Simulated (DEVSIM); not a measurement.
System: Si p+/n-/n+ power diode, at 300 K.

Layer 1 from the left is Si, thickness (μm) 3.50, Na (cm⁻³) 2.5e18, τn (s) 9.4e-5, τp (s) 9.4e-5. Layer 2 from the left is Si, thickness (μm) 3.80, Nd (cm⁻³) 2.3e14, τn (s) 9.4e-5, τp (s) 9.4e-5. Layer 3 from the left is Si, thickness (μm) 1.70, Nd (cm⁻³) 2.4e18, τn (s) 9.4e-5, τp (s) 9.4e-5.

Left contact: ohmic. Right contact: ohmic. Voltage is applied to the left contact. Recombination: SRH at mid-gap, radiative. Mobility is μmin + (μ − μmin)/(1 + (N/Nref)^α).

This is a model device: material constants are rounded textbook-type values typed into the input, and sizes, dopings and lifetimes were drawn at random. Values at 300 K.

Si: gap (eV) 1.124, affinity (eV) 4.05, permittivity 11.7, Nc (cm⁻³) 2.86e19, Nv (cm⁻³) 3.1e19, μn (cm²/Vs) 1417, μp (cm²/Vs) 470, μn,min 52, μp,min 45, Nref,n 9.7e16, Nref,p 2.2e17, αn 0.68, αp 0.72, B (cm³/s) 4.7e-15.

DEVSIM, 1D drift-diffusion, Boltzmann statistics, complete ionisation; no tunnelling, impact ionisation, image-force lowering or self-heating.

Problem. What does the simulation give for the potential step across the device at zero bias, the dark forward voltage at 100 A/cm²?

Solution. potential step across the device at zero bias 0.995 V; dark forward voltage at 100 A/cm² 0.873 V.
